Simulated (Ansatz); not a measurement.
**Effective masses and thermopower of BN under load (space group F-43m)**

Given:

```xyz
2
Lattice="0.0000 1.8524 1.8524 1.8524 0.0000 1.8524 1.8524 1.8524 0.0000" Properties=species:S:1:pos:R:3 pbc="T T T"
B      0.0000     0.0000     0.0000
N      0.9262     0.9262     0.9262
```

All values below come from r2SCAN, rigid bands (plane waves, PAW, scalar-relativistic; Ansatz, a quantum-chemistry and plane-wave program). Condition of this run: hydrostatic pressure of -27 GPa (compression positive) (the target of the relaxation). Cell: cell and atoms relaxed with PBEsol, then loaded as said.

* **band gap**: 4.90 eV
* **electron conductivity mass (300 K, dilute)**: 0.39 mₑ
* **hole conductivity mass (300 K, dilute)**: 0.69 mₑ
* **effective density of states N_c (300 K)**: 2.2e19 cm⁻³
* **effective density of states N_v (300 K)**: 8.3e19 cm⁻³
* **density-of-states mass, electrons**: 0.90 mₑ
* **density-of-states mass, holes**: 2.2 mₑ
* **Seebeck coefficient, n-type 1e19 cm⁻³, 300 K**: -285 μV/K
* **best n-type power factor at 300 K for τ = 10 fs (best axis; densities from 1e16 to 1e21 cm⁻³ tried, whether or not they can be reached)**: 9.2 μW/(cm·K²) at 1e20 cm⁻³
* **Seebeck coefficient, p-type 1e19 cm⁻³, 300 K**: 396 μV/K
* **best p-type power factor at 300 K for τ = 10 fs (best axis; densities from 1e16 to 1e21 cm⁻³ tried, whether or not they can be reached)**: 19.5 μW/(cm·K²) at 3e20 cm⁻³

Rigid bands; masses and Seebeck coefficients take one relaxation time τ for all states and one kind of carrier; polarons and phonon drag are left out. Spin-orbit coupling is left out. Geometry: cell and atoms relaxed with PBEsol.
